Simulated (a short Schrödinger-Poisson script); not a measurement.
## Symmetric double-gate stack, SiO2 on p-type Si(100)

Structure: symmetric double-gate stack, SiO2 on p-type Si(100), at 300 K.

```tsv
layer	material	thickness (nm)	Na (cm⁻³)
1	SiO2	2.3	-
2	Si	6	2e15
3	SiO2	2.3	-
```

The device is made up for the run: typed textbook-type constants, with dimensions and the other settings drawn at random. SiO2: permittivity 3.9, conduction-band edge (eV) 3.15, gap (eV) 9, electron mass (mₑ) 0.5. Si: permittivity 11.7, conduction-band edge (eV) 0, gap (eV) 1.124, Nv at 300 K (cm⁻³) 3.1e19.

Channel valleys (confinement mass, in-plane density-of-states mass, number): Δ2 0.916, 0.19, 2; Δ4 0.19, 0.417, 4. At the gates, both at one voltage, the conduction-band edge of layer 1 lies 3.7 eV − eVg above the Fermi level of the channel. Gaps are held at their typed values at every temperature. Mesh 0.03 nm at interfaces.

Solved with a short Schrödinger-Poisson script written for these runs: 1D Poisson equation in equilibrium, electrons quantum, Hartree (BenDaniel-Duke, 12 states a valley, the channel's in-plane mass for all, wave functions ending at the dielectric), parabolic valleys, classical holes, full ionisation, no traps, pinning or gate leakage.

```
Vg (V)  electrons (cm⁻²)  C (μF/cm²)  Δ2 E0 (meV)  Δ2 E1 (meV)  Δ4 E0 (meV)  Δ4 E1 (meV)
------  ----------------  ----------  -----------  -----------  -----------  -----------
0.3               3.51e8     < 0.003        261.5        295.7        305.1        470.0
0.6              1.31e12        1.86         48.2         79.0         91.9        253.4
0.9              5.34e12        2.30          9.9         32.0         55.2        207.6
1.2              9.78e12        2.43         -8.8          6.5         39.9        184.6
1.5              1.44e13        2.49        -23.1        -12.4         30.7        168.9
1.8              1.91e13        2.53        -35.7        -28.2         23.9        156.8
2.1              2.39e13        2.56        -47.6        -42.3         18.5        146.8
2.4              2.87e13        2.59        -59.2        -55.4         13.9        138.0
2.7              3.35e13        2.60        -70.6        -67.8          9.9        130.1
```

Gate voltages with under 1e6 electrons/cm² are left out.

Subbands count from the Fermi level. The capacitance is that of both gates.
